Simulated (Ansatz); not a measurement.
The starting structures come from a database of crystals and need not be the phases stable at ambient conditions.

Input:

```xyz
16
Lattice="5.4664 0.0000 0.0000 0.0000 7.6270 0.0000 0.0000 3.8135 5.7751" Properties=species:S:1:pos:R:3 pbc="T T T"
Ba     2.3840     3.8135     2.8876
Ba     3.0824     7.6270     2.8876
Zr     0.0000     1.9068     0.0000
Zr     0.0000     5.7203     0.0000
F      4.1096     5.2803     1.4601
F      1.3568     6.1603     4.3151
F      4.1096     9.9738     4.3151
F      1.3568     1.4668     1.4601
F      1.3568     9.0938     4.3151
F      4.1096     2.3468     1.4601
F      1.3568     6.1603     1.4601
F      4.1096     5.2803     4.3151
F      4.6025     7.6270     5.0207
F      0.8639     3.8135     0.7545
F      4.6025     7.6270     0.7545
F      0.8639     3.8135     5.0207
```

The cell is taken as given.

Transport runs along the normal of the first two printed cell vectors.

The gap is the functional's own. No spin-orbit coupling. Mid-gap values are those at the computed energy nearest the middle.

**Question.** Give the band gap and the smallest decay constant κ at mid-gap that r2SCAN in Ansatz (a program for electronic structure) yields.

**Answer.** Gap 7.17 eV on a 6×6×6 mesh; κ = 0.593 1/Å, at the zone centre.
